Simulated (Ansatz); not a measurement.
## A computed series for PbSe: response to strain

Start from PbSe in the rock salt structure (space group Fm-3m, No. 225).

```
CELL_PARAMETERS angstrom
      0.00000     3.02042     3.02042
      3.02042     0.00000     3.02042
      3.02042     3.02042     0.00000
ATOMIC_POSITIONS crystal
  Pb 0.00000 0.00000 0.00000
  Se 0.50000 0.50000 0.50000
```

Strains are applied to the cell and any free atomic positions relax.

All numbers come from LDA, PAW, 420 eV (Ansatz, a first-principles code; no SOC).

Notes on the quantities. energy relative to the base: free energy F.

```
change                    energy relative to the base  shortest interatomic distance  pressure
------------------------  ---------------------------  -----------------------------  --------
base                                       0 meV/atom                        3.020 Å   0.0 GPa
isotropic strain −0.50 %                +1.1 meV/atom                        3.005 Å   0.9 GPa
isotropic strain +0.50 %                +1.1 meV/atom                        3.036 Å       ___
isotropic strain +1.00 %                +4.3 meV/atom                        3.051 Å  -1.6 GPa
isotropic strain +1.50 %                +9.6 meV/atom                        3.066 Å       ___
isotropic strain +2.00 %                          ___                        3.081 Å  -3.0 GPa
isotropic strain +2.50 %                 +26 meV/atom                        3.096 Å       ___
isotropic strain +3.00 %                 +37 meV/atom                        3.111 Å  -4.2 GPa
```

**Question.** Some entries are withheld; estimate them.

**Answer.** 
- isotropic strain +0.50 %, pressure: -0.8 GPa
- isotropic strain +1.50 %, pressure: -2.3 GPa
- isotropic strain +2.00 %, energy relative to the base: +17 meV/atom
- isotropic strain +2.50 %, pressure: -3.7 GPa

Stability against distortions was not tested. The final runs are not spin-polarised.
